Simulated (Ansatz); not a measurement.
Base system: WSe2 (space group P6_3/mmc, No. 194; a = 3.2305 Å, c = 12.4111 Å; layered, stacked along the Cartesian z axis). Axes: x lies along a and z along c of the hexagonal cell.

Calculations: PBEsol-D3(BJ), PAW, 420 eV (Ansatz, a first-principles code; scalar-relativistic without spin-orbit coupling).

The change: the cell is stretched by 2.40 % along x with no lateral relaxation; the atoms relax in the strained cell.

Predict the stress tensor and what it implies for the stiffness.

Stress of the strained cell less that of the base (GPa, compression positive):
```
  -4.91    0.00    0.00
   0.00   -0.99    0.00
   0.00    0.00   -0.47
```

Then −Δσ_ii/ε with ε = 0.0240 gives secant stiffness values (nonlinear terms included at this strain): C11 ≈ 204 GPa, C12 ≈ 41 GPa and C13 ≈ 20 GPa.

As a check, the harmonic strain energy −½ V₀ Δσ:ε is 6.9 meV/atom; the computed energy rise is 7.1 meV/atom.

No phonon test of stability was made.
